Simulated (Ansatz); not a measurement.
Structures of equal composition on the (000-1) surface of wurtzite ZnO (O plane on top): 2x2 Al adatom at H3; 2x2 Al adatom at T4. The slabs share one bottom face, and each structure is named by its start. These are constructed structures in small cells; real faces may alloy, dewet or reconstruct in larger ones, and not all known structures of the face are among them. Slabs of about 14 Å with all that they carry, Fermi-Dirac smearing of 0.025 eV. Bottom of the slabs: H caps. Relaxed from the named starts with such symmetry as they have, on meshes of like density; energies extrapolated to zero smearing; no spin-orbit coupling, no U. Spin-polarised runs, if any, are marked in brackets, and their order is one that fits the cell; the others ran without spin. Where a second, spin-polarised start was run, the lower counts.

Host crystal: wurtzite ZnO, with a band gap (PBE, scalar-relativistic without spin-orbit coupling).

Method: r2SCAN, at the PBE geometry (plane waves to 500 eV, PAW; Ansatz, a program for electronic structure).

### Question
Order them by energy per 1x1 cell (lowest first) at the level r2SCAN, at the PBE geometry.

### Answer
2x2 Al adatom at H3 (0.000 eV [spin, 0.9 μB a cell], no gap over 0.04 eV on the mesh), 2x2 Al adatom at T4 (0.162 eV (3 Al–O bonds formed) [spin, 1.0 μB a cell], a narrow gap of 0.15 eV by band count)
